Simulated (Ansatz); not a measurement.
## AlN (model structure, started from the litharge type, P4/mmm, No. 123, 4 atoms in the cell)

All values below come from PBEsol (Ansatz, a program for electronic structure, PAW).

Numerical settings: plane-wave cutoff 500 eV, 12×12×10 k mesh (along the axes of the cell as run), Fermi–Dirac smearing 0.05 eV, scalar-relativistic PAW data made under PBE.

Cell (relaxed at this level):

AlN is taken in the tetragonal space group P4/mmm (No. 123), Pearson symbol tP2. Conventional cell: a = 2.680 Å, b = 2.680 Å, c = 4.235 Å, α = 90.00°, β = 90.00°, γ = 90.00°. Al on 1c is coordinated by 4 N at 1.895 Å (square planar). N on 1a sees 4 Al at 1.895 Å (square planar). (Neighbours: up to the widest gap in distance over summed covalent radii, below 1.35, at either atom; cation-cation and far metal-metal contacts left out.)
(The calculation used a cell of 4 atoms; values per cell refer to that cell.)

- band gap: 0.51 eV (on the SCF k mesh)

Note: the relaxation could raise the start's symmetry but not lower it, so the cell can be a saddle point; the cell has widely spaced layers and the level no dispersion term, so their spacing and the moduli can rest on weak binding.

The result took about 3 core-minutes (a rough figure).

A model structure was made by putting elements into a prototype or built by hand; it is no filed structure, need not be a known phase, and can be a saddle point held by its symmetry.
